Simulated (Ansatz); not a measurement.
Cost and result by functional for the surface energy of the (20-23) surface of hcp Hf in its 1x1 cell, outermost plane spacing 0.18 Å in the ideal cut, in Ansatz (plane waves, PAW). Single points on the PBE structure, on one kind of machine; costs are rough ratios of the slab run's core time (references not counted) to the cheapest single point. r2SCAN's cost holds its higher cutoff (500 against 420 eV). Differences are taken against r2SCAN for comparison alone: no measured value is at hand, so the table doesn't rank accuracy.

Slab: 20 atoms, 9.8 Å thick at the start (thin: gaps and levels are the slab's own); k 12x3x1, smearing 0.1 eV, dipole-corrected; all atoms relaxed; held to the part of the start's symmetry that mesh and held atoms allow; no spin, no spin-orbit, no U. These notes are the PBE run's.

| functional | relative cost | surface energy (J/m²) | less r2SCAN (J/m²) |
|---|---|---|---|
| PBEsol | 1 | 2.03 | -0.03 |
| RPBE | 1 | 1.74 | -0.32 |
| LDA | 1 | 2.09 | 0.02 |
| r2SCAN | 2 | 2.06 | 0.00 |
| PBE (the relaxed run's value) | – | 1.86 | -0.20 |

The values span 0.34 J/m², while the single points' costs differ by a factor of roughly 2. Differences are of unrounded values.

Ansatz is an electronic-structure program.
